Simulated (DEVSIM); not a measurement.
## Schottky contact on n-type GaN

Structure: Schottky contact on n-type GaN, at 300 K.

| layer (left to right) | material | thickness (μm) | Nd (cm⁻³) | τn (s) | τp (s) |
|---|---|---|---|---|---|
| 1 | GaN | 0.320 | 8.7e16 | 2.7e-8 | 2.7e-8 |

Left contact: Schottky, work function 5.16 eV, emission velocity 6.9e6 cm/s. Right contact: ohmic. Voltage is applied to the left contact. Recombination: SRH at mid-gap, Auger. Mobility is μmin + (μ − μmin)/(1 + (N/Nref)^α).

Constants are typed, rounded textbook-type inputs, not results; the design itself was drawn at random and stands for no fabricated device. Values at 300 K.

```csv
parameter,GaN
gap (eV),3.43
affinity (eV),4.1
permittivity,9.5
Nc (cm⁻³),2.3e18
Nv (cm⁻³),4.6e19
μn (cm²/Vs),1200
μp (cm²/Vs),100
"μn,min",55
"μp,min",3
"Nref,n",2e17
"Nref,p",3e17
αn,1
αp,2
Cn (cm⁶/s),1e-30
Cp (cm⁶/s),1e-30
```

DEVSIM, 1D drift-diffusion, Boltzmann statistics, complete ionisation; no tunnelling, impact ionisation, image-force lowering or self-heating. Metal contacts follow the ideal Schottky-Mott rule: no Fermi-level pinning, no interface dipoles.

* **Potential step across the device at zero bias**: 0.975 V
* **Largest field in the device at zero bias**: 180000 V/cm
* **Dark forward voltage at 1 A/cm²**: 0.681 V
* **Dark forward voltage at 100 A/cm²**: 0.801 V

Dark reverse current:

```json
[
 {"V (V)": "-0.04", "J (A/cm²)": "-3.0e-12"},
 {"V (V)": "-0.10", "J (A/cm²)": "-3.7e-12"},
 {"V (V)": "-0.20", "J (A/cm²)": "-3.8e-12"},
 {"V (V)": "-0.30", "J (A/cm²)": "-3.8e-12"},
 {"V (V)": "-0.40", "J (A/cm²)": "-3.8e-12"},
 {"V (V)": "-0.60", "J (A/cm²)": "-3.8e-12"},
 {"V (V)": "-0.80", "J (A/cm²)": "-3.8e-12"},
 {"V (V)": "-1.00", "J (A/cm²)": "-3.8e-12"},
 {"V (V)": "-1.30", "J (A/cm²)": "-3.8e-12"},
 {"V (V)": "-1.60", "J (A/cm²)": "-3.9e-12"},
 {"V (V)": "-2.00", "J (A/cm²)": "-3.9e-12"}
]
```

Dark forward current:

```csv
V (V),J (A/cm²)
0.05,2.2e-11
0.10,1.8e-10
0.20,8.6e-9
0.25,6.0e-8
0.30,4.1e-7
0.40,2.0e-5
0.45,0.00014
0.50,0.00093
0.55,0.0064
0.65,0.30
0.70,2.1
0.75,14
0.85,610
0.90,3100
```
